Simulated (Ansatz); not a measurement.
We consider MoS₂ (R3m, No. 160, 3 atoms in the cell; start mp-1434; a measured phase of this formula has another space group), described by PBE-D4 (PAW; Ansatz, a quantum-chemistry and plane-wave program).

Settings: plane-wave cutoff 500 eV, 14×14×14 k mesh, gaussian smearing 0.02 eV, no spin polarisation, scalar-relativistic PAW data made under PBE.

Cell (relaxed at this level):

```cif
data_MoS2
_chemical_formula_sum 'Mo1 S2'
_space_group_name_H-M_alt 'P 1'
_space_group_IT_number 1
_cell_length_a 6.30708
_cell_length_b 6.30708
_cell_length_c 6.30708
_cell_angle_alpha 28.989
_cell_angle_beta 28.989
_cell_angle_gamma 28.989
loop_
_space_group_symop_operation_xyz
  'x, y, z'
loop_
_atom_site_label
_atom_site_type_symbol
_atom_site_fract_x
_atom_site_fract_y
_atom_site_fract_z
_atom_site_occupancy
Mo1 Mo 0.99976 0.99976 0.99976 1
S1 S 0.41939 0.41939 0.41939 1
S2 S 0.24687 0.24687 0.24687 1
```

### Question
Give the computed band gap.

### Answer

- band gap = 0.84 eV (on the SCF k mesh)

Note: the relaxation could not lower the start's symmetry, so the cell can be a saddle point above a distorted one.

Spin–orbit coupling is not included.

The computed numbers hold no vibrational or temperature effects.

A start named mp-… is a Materials Project structure, which need not be a measured phase.
